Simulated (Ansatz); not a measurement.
**ZrB2, response to strain**

Take ZrB2 (space group P6/mmm, No. 191; relaxed with 0.1 eV smearing) as the base.

```
CELL_PARAMETERS angstrom
      3.15522     0.00000     0.00000
     -1.57761     2.73250     0.00000
      0.00000     0.00000     3.50621
ATOMIC_POSITIONS crystal
  Zr 0.00000 0.00000 0.00000
  B  0.66667 0.33333 0.50000
  B  0.33333 0.66667 0.50000
```

Strains are applied to the cell and any free atomic positions relax.

Computed with PBEsol/PAW in Ansatz (an electronic-structure program), no spin-orbit coupling.

Notes on the quantities. pressure: mean of the normal stresses, compression positive.

```csv
isotropic strain (%),pressure (GPa)
-3,27.3
-2,17.1
-1.5,12.4
-1,8.0
-0.5,?
0,0.0
2,-13.3
2.5,-16.1
3,-18.7
```

Task: Fit P = P₀ − Bδ + Cδ² with δ = (1 + ε)³ − 1 to the rows shown and predict the withheld row.

Result: Least squares on the printed values gives P₀ = -0.1 GPa, B = 257 GPa (at held cell shape), C = 629 GPa (largest residual 0.2 GPa); this predicts 3.9 GPa, and the run gives 3.9 GPa, in agreement.

Stability against distortions was not tested. All final runs are without spin polarisation.
